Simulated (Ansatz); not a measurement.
Consider C in the diamond structure (space group Fd-3m, No. 227; a = 3.5537 Å).

Calculations: Ansatz (a first-principles code), PBEsol, PAW, cutoff 420 eV, without spin-orbit coupling, earlier PAW set.

For the base:

The smallest direct gap comes out as 5.57 eV and the band gap comes out as 4.04 eV. The pressure comes out as 0.0 kbar.

It is then changed as follows: the cell is scaled by 1.0033 in all directions, atoms relaxed at fixed cell.

**Question.** What does the calculation give for the energy relative to the base after the change?

**Answer.** The energy grows by 0.8 meV/atom.

**Question.** How does this affect the smallest direct gap?

**Answer.** The smallest direct gap falls by 0.03 eV (5.57 eV → 5.54 eV).

**Question.** What happens to the band gap?

**Answer.** The band gap shrinks by 0.022 eV (4.04 eV → 4.01 eV).

**Question.** How does this affect the pressure?

**Answer.** The pressure goes from zero to -43.6 kbar.

The cells carry an imposed strain or load. No phonon test of stability was made.
